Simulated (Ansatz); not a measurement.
Input and output of a self-consistent single point for Pd (Fm-3m, 1 atom in the cell) (Ansatz, an electronic-structure program).

Level of theory: PBE, harder PAW files (source: ansatz) (plane waves; Ansatz).

The change in words: lattice scaled by 0.98; basis.ecutwfc: 30.9 Ry → 88.2 Ry; hamiltonian.pseudopotentials: {kind: paw} (the program's default PAW files) → {kind: paw, source: ansatz}. Reference geometry:
```yaml
crystal:
  lattice:
    - [0.00000, 1.95084, 1.95084]
    - [1.95084, 0.00000, 1.95084]
    - [1.95084, 1.95084, 0.00000]
  atoms:
    - { symbol: Pd, position: [0.00000, 0.00000, 0.00000] }
```

Reference input (self-consistent single point, DFT, PBE, plane waves, default PAW files): basis.ecutwfc = 30.9 Ry; kpoints.mp_grid.grid = 14 14 14; hamiltonian.xc = pbe; hamiltonian.pseudopotentials = {kind: paw} (the program's default PAW files); scf.occupations.method = fermi_dirac; scf.occupations.width = 0.0073 Ry. This run's input differs from it in these lines:

Ansatz 0.2 input:
```diff
@@ -2,5 +2,5 @@
   lattice:
-    - [0.000000, 1.950835, 1.950835]
-    - [1.950835, 0.000000, 1.950835]
-    - [1.950835, 1.950835, 0.000000]
+    - [0.000000, 1.911818, 1.911818]
+    - [1.911818, 0.000000, 1.911818]
+    - [1.911818, 1.911818, 0.000000]
   atoms:
@@ -8,3 +8,3 @@
 basis:
-  ecutwfc: 30.9 Ry
+  ecutwfc: 88.2 Ry
 kpoints:
@@ -13,3 +13,3 @@
   xc: pbe
-  pseudopotentials: { kind: paw }
+  pseudopotentials: { kind: paw, source: ansatz }
 scf:
```

Log, with long lists cut:

```
SCF iter   1: F=—  HF=-6975.039797 eV  |F-HF|=—  |Δ(HF+E_count)|=         —  Δρ=1.55e-1  dr2=3.27e0  ethr=3.10e-3  ⟨swp⟩=5.0  Hψ=7658  notcnv=0
all-band conjugate gradients solve this SCF's bands
preconditioner: auto → none
SCF iter   2: F=—  HF=-6974.339625 eV  |F-HF|=—  |Δ(HF+E_count)|=   7.00e-1  Δρ=8.98e-2  dr2=6.17e-1  ethr=3.10e-3  ⟨swp⟩=2.5  Hψ=3608  notcnv=0
SCF iter   3: F=—  HF=-6974.176594 eV  |F-HF|=—  |Δ(HF+E_count)|=   1.63e-1  Δρ=2.46e-2  dr2=2.99e-2  ethr=3.10e-3  ⟨swp⟩=2.8  Hψ=3172  notcnv=0
SCF iter   4: F=—  HF=-6974.170486 eV  |F-HF|=—  |Δ(HF+E_count)|=   6.11e-3  Δρ=2.19e-3  dr2=3.36e-4  ethr=1.66e-4  ⟨swp⟩=1.3  Hψ=1668  notcnv=0
SCF iter   5: F=—  HF=-6974.170497 eV  |F-HF|=—  |Δ(HF+E_count)|=   1.08e-5  Δρ=3.55e-4  dr2=7.19e-6  ethr=1.87e-6  ⟨swp⟩=2.2  Hψ=2166  notcnv=0
SCF iter   6: F=—  HF=-6974.170494 eV  |F-HF|=—  |Δ(HF+E_count)|=   2.98e-6  Δρ=4.34e-5  dr2=1.18e-7  ethr=4.00e-8  ⟨swp⟩=2.3  Hψ=2252  notcnv=0
SCF iter   7: F=-6974.170494 eV  HF=-6974.170494 eV  |F-HF|=2.86e-9  |Δ(HF+E_count)|=   2.93e-8  Δρ=9.47e-6  dr2=4.13e-9  ethr=5.56e-10  ⟨swp⟩=5.6  Hψ=6644  notcnv=0
SCF 1 converged in 7 iterations: F = -6974.170494 eV  dr2 = 4.13e-9
Free energy (F): -6974.170494 eV
Internal energy: -6974.104559 eV  (E = F + TS)
E sigma→0 (E₀):  -6974.137527 eV
Entropy (-TS):   -0.065935 eV (-65.935 meV/atom)
Fermi energy:    20.591572 eV
--- Forces (eV/Å), atoms counted from 1 ---
  atom   1  Pd     0.00000000     0.00000000     0.00000000
--- Stress (GPa, compression-positive) ---
       20.381806       0.000000       0.000000
       -0.000000      20.381806      -0.000000
        0.000000      -0.000000      20.381806
  P = ⅓ Tr σ = 20.3818 GPa (203.818 kbar)
  The stress holds the Pulay correction. Without it, at fixed plane waves, as pw.x and ABINIT print it: P = 20.3694 GPa
```

The run converged in 7 iterations. Against the reference run the pressure goes from 6.28 to 20.38 GPa.

The starting cell has typed, rounded lattice constants, without a prior relaxation at this level. Its lattice was rescaled by up to half a per cent. For this run, on top of that: lattice scaled by 0.98. Spin polarisation is off. Ansatz's pressure includes its estimate of the finite-basis (Pulay) stress.
